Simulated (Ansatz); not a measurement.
Data:

```
PtSe2
1.0
    3.74798     0.00000     0.00000
   -1.87399     3.24585     0.00000
    0.00000     0.00000    18.98202
Pt Se
1 2
Cartesian
  0.00000   0.00000   9.49101
  0.00000   2.16390  10.79911
  1.87399   1.08195   8.18291
```

All values below come from HSE06, rigid bands (plane waves, PAW, scalar-relativistic; Ansatz, a program for electronic structure). Geometry: cell and atoms relaxed with PBE.

Task: Predict the electron conductivity mass (n e² τ/σ) at 300 K, by direction if it differs.

Result: 0.31 mₑ.

Task: And the band gap?

Result: 1.94 eV at this level.

Rigid bands, one relaxation time for all states, no polarons. Spin-orbit coupling is left out; where it splits the top of the valence band it changes the hole mass and lowers the gap by about a third of the splitting. Geometry: cell and atoms relaxed with PBE.

Model free-standing layer, not matched to a measured one here: monolayer PtSe2.
